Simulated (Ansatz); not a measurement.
**Ru: pressure series**

Base system: Ru in the hcp (Mg type) structure (space group P6_3/mmc, No. 194; a = 2.692 Å, c = 4.246 Å).

Cell and atoms are relaxed at each pressure.

Level of theory: Ansatz (an electronic-structure program) PBEsol, scalar-relativistic without spin-orbit coupling.

Notes on the quantities. enthalpy: H = E + PV relative to the base's energy.

```tsv
change	lattice parameter a	enthalpy
base	5.087 bohr	–
pressure −2 GPa	5.097 bohr	-0.17 eV/atom
pressure −1 GPa	5.092 bohr	-0.08 eV/atom
pressure 3 GPa	5.072 bohr	+0.25 eV/atom
pressure 7 GPa	5.053 bohr	+0.58 eV/atom
pressure 15 GPa	(withheld)	+1.22 eV/atom
pressure 30 GPa	(withheld)	+2.40 eV/atom
pressure 50 GPa	4.895 bohr	+3.92 eV/atom
pressure 75 GPa	(withheld)	+5.74 eV/atom
pressure 100 GPa	4.769 bohr	+7.49 eV/atom
```

### Question
What belongs in the blanks?

### Answer

- pressure 15 GPa, lattice parameter a: 5.018 bohr
- pressure 30 GPa, lattice parameter a: 4.960 bohr
- pressure 75 GPa, lattice parameter a: 4.827 bohr

Load acts through the strain it causes; cell and atoms are relaxed under it. No phonon test of stability was made. Competing high-pressure phases were not computed. The final runs are not spin-polarised.
